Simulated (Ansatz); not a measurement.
Consider Ga vacancy in beta Ga2O3, charge state -3. The step: a nearby Ga atom hops onto the vacant site; the atom moves 2.91 Å along (0.00, 0.94, 0.00) of the unit cell; the moving atom starts with neighbours O at 1.88, O at 1.98, O at 2.00, O at 2.01, O at 2.10, O at 2.19 Å and ends with O at 1.87, O at 1.98, O at 2.00, O at 2.01, O at 2.10, O at 2.19 Å. A PBE band in Ansatz (plane-wave PAW, the Γ point alone, 120 host sites, 57 SCF runs with any check of the saddle's order, static, no finite-size correction) gives a forward barrier of 1.45 eV. The saddle point's order was not checked. The charge state is imposed; whether it is stable for some Fermi level was not computed. Forms of the defect that were not tried may lie lower.

Single points at the band's start and saddle point can refine it. Rough cost of one point, in units of the band's mean SCF on the same machine:

| Level | Cost of one point |
|---|---|
| PBE, a 2×2×2 k-point mesh shifted by half a step | about 10 |
| r2SCAN at 500 eV, the Γ point alone | about 2 |

Problem. Which of these move the barrier by more than 0.1 eV, and how far does each move it?

Solution. Not one does. PBE, a 2×2×2 k-point mesh shifted by half a step: -0.01 eV; r2SCAN at 500 eV, the Γ point alone: +0.01 eV. Each functional is compared with PBE at the same k-points.

Ansatz is an electronic-structure program.
